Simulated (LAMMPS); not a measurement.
LAMMPS 22 Jul 2025, classical MD, Tersoff (Ge.tersoff): Ge, 8000 atoms.

task: MD, nve
potential: Tersoff, Ge.tersoff
copies of the repeat unit: 10×10×10
shape (slab and sphere leave vacuum in the box): slab
temperature: 800 K
steps: 4000
timestep: 1 fs
neighbor skin: 2 Å
neigh_modify: every 1 delay 0 check yes
thermo: 100
processors: 1 1 64
newton: on (default)
atom_modify sort (bins of 2 Å where set): 1000 (default)
comm_style: brick (default)
box: 56.6 × 56.6 × 169.7 Å, the slab in its lowest third along z, the rest vacuum
start: generated diamond lattice, warmed in an untimed run
compared values: energy and forces of the first step, drift over the run

Machine: one whole node, Arm Neoverse V2, 96 cores on 1 socket, no SMT, 1 L3 cache group.

Run on 64 ranks, it takes 2.4 s from launch to exit:

```bash
# ahead of the timed run: OMP_NUM_THREADS=1 mpirun -np 48 lmp -in in.warm -log none -nocite
OMP_NUM_THREADS=1 mpirun -np 64 lmp -in in.lmp -log log.lammps -nocite
```

From its output:

```
  using 1 OpenMP thread(s) per MPI task
  1 by 1 by 64 MPI processor grid
  8000 atoms
  master list distance cutoff = 5.1
  ghost atom cutoff = 5.1
Per MPI rank memory allocation (min/avg/max) = 2.979 | 3.05 | 3.185 Mbytes
95.8% CPU use with 64 MPI tasks x 1 OpenMP threads
...
Loop time of 2.1682 on 64 procs for 4000 steps with 8000 atoms

Performance: 159.395 ns/day, 0.151 hours/ns, 1844.846 timesteps/s, 14.759 Matom-step/s
95.8% CPU use with 64 MPI tasks x 1 OpenMP threads

MPI task timing breakdown:
Section |  min time  |  avg time  |  max time  |%varavg| %total
---------------------------------------------------------------
Pair    | 0.00021308 | 0.58275    | 1.9257     | 110.4 | 26.88
Neigh   | 9.2416e-05 | 0.004342   | 0.014939   |   9.3 |  0.20
Comm    | 0.0010592  | 0.16675    | 2.0658     |  86.7 |  7.69
Output  | 0.00067772 | 0.016192   | 0.024562   |   8.7 |  0.75
Modify  | 0.0003691  | 0.0034565  | 0.010147   |   7.4 |  0.16
Other   |            | 1.395      |            |       | 64.33

Nlocal:            125 ave         400 max           0 min
Histogram: 43 0 0 0 0 0 0 1 4 16
Nghost:        710.203 ave        2339 max           0 min
Histogram: 39 1 1 1 2 1 1 1 3 14
Neighs:              0 ave           0 max           0 min
Histogram: 64 0 0 0 0 0 0 0 0 0
FullNghs:      3367.66 ave       11197 max           0 min
Histogram: 43 0 0 0 0 1 1 1 3 15

Total # of neighbors = 215530
Ave neighs/atom = 26.94125
Neighbor list builds = 35
Dangerous builds = 0
```

Each time is the median wall time of two to five repeats, run one at a time on the otherwise empty machine; start-up is included. Processes are pinned to neighbouring cores unless said otherwise. Build: PyPI wheel: MPICH, OPENMP and OPT packages. Other compilers and libraries give other times. Scratch files lie in a memory file system. A preparatory run goes ahead and isn't timed.

Task: What holds this run back, and which change relieves it on the same cores with the result kept within 1.0 meV/atom in energy, 10 meV/Å in forces on 48 atoms, 0.20 meV an atom in drift of the total energy?

Result: The largest part is other (Other), 58 % of the time from launch to exit. One change that relieves it (others may too): going from processors = 1 1 64 to processors = 8 8 1, one of the fastest among the values tried that keep the result: 2.4 s to 0.94 s (2.5× as fast). The largest move is in other (Other): 1.4 s to 0.037 s. The slowest rank's pair time is 3.30 times the mean in the first run and 1.02 times in the second; the others wait. What the program resolved moves too: grid of ranks from 1 by 1 by 64 to 8 by 8 by 1. These two results differ by: energy equal as printed, forces on 48 atoms equal as printed, drift of the total energy equal as printed. Others tried: processors = * * 1 (0.94 s); processors = 64 1 1 (1.4 s); processors = 4 4 4 (2.2 s); processors = * * * (default) (2.3 s).
